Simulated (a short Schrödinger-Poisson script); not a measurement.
Solved with a short Schrödinger-Poisson script written for these runs: one-band effective-mass equation with BenDaniel-Duke matching, electrons, heavy and light holes apart, hard walls at the outer ends, one valence edge for both holes (no strain splitting), no charge, excitons, band mixing or non-parabolicity; under a field the levels are quasi-bound states of a box, listed while three quarters of their weight lies within 4 nm of the wells.

Stack: single GaAs/Al0.25Ga0.75As quantum well.

From the first side: 20 nm Al0.25Ga0.75As; 6 nm GaAs; 20 nm Al0.25Ga0.75As.

Constants are typed, rounded textbook-type inputs, not results; the design itself was drawn at random and stands for no fabricated device. GaAs: direct gap (eV) 1.424, conduction-band edge (eV) 0, electron mass (mₑ) 0.067, heavy-hole mass 0.377, light-hole mass 0.09. Al0.25Ga0.75As: direct gap (eV) 1.736, conduction-band edge (eV) 0.198, electron mass (mₑ) 0.0878, heavy-hole mass 0.402, light-hole mass 0.1125.

The valence-band edge of each layer lies one gap below its conduction-band edge. The electron's potential energy rises along the stack by the applied field. Mesh 0.03 nm at interfaces.

Q: Give the shift of e1-hh1 at 41.2 kV/cm (meV); the e1 above the well's band edge (meV); the squared e1-hh1 overlap at zero applied field.

A: shift of e1-hh1 at 41.2 kV/cm (meV): -1.3; e1 above the well's band edge (meV): 56.4; squared e1-hh1 overlap at zero applied field: 0.96. Excitons are left out, and strain enters only through the typed gaps and offsets, so measured lines lie elsewhere.
